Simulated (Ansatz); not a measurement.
Given:

End structure of the (21-30) surface of hcp Ru in its 1x1 cell, outermost plane spacing 0.30 Å in the ideal cut:

```xyz
24
Lattice="4.2930 0.0000 0.0000 0.0000 7.2002 0.0000 0.0000 0.0000 26.5000" Properties=species:S:1:pos:R:3 pbc="T T T"
Ru     1.0733     1.5254     8.3474
Ru     3.2198     3.0748     8.5921
Ru     1.0733     6.2317     9.1609
Ru     3.2198     0.5145     9.4053
Ru     1.0733     3.6311     9.9703
Ru     3.2198     5.1181    10.2648
Ru     1.0733     1.0137    10.8814
Ru     3.2198     2.5679    11.1526
Ru     1.0733     5.6603    11.7501
Ru     3.2198    -0.0048    12.0730
Ru     1.0733     3.0885    12.6523
Ru     3.2198     4.6272    12.9223
Ru     1.0733     0.5158    13.5777
Ru     3.2198     2.0545    13.8477
Ru     1.0733     5.1477    14.4270
Ru     3.2198     6.6828    14.7499
Ru     1.0733     2.5751    15.3474
Ru     3.2198     4.1292    15.6186
Ru     1.0733     0.0249    16.2352
Ru     3.2198     1.5118    16.5297
Ru     1.0733     4.6284    17.0947
Ru     3.2198     6.1114    17.3391
Ru     1.0733     2.0682    17.9079
Ru     3.2198     3.6176    18.1526
```

Model: 24-atom slab, 10.1 Å thick at the start (thin: gaps and levels are the slab's own), 9x5x1 mesh, Fermi-Dirac 0.1 eV, dipole correction, single point; on the structure that PBE left under its start's symmetry; no spin, no spin-orbit, no U.

Question: Estimate the work function of the top face that r2SCAN, at the PBE geometry (Ansatz, a program for electronic structure) returns for this input.

Answer: 4.49 eV

Question: Estimate the surface energy (mean of both faces) that r2SCAN, at the PBE geometry returns for this input.

Answer: 3.60 J/m^2
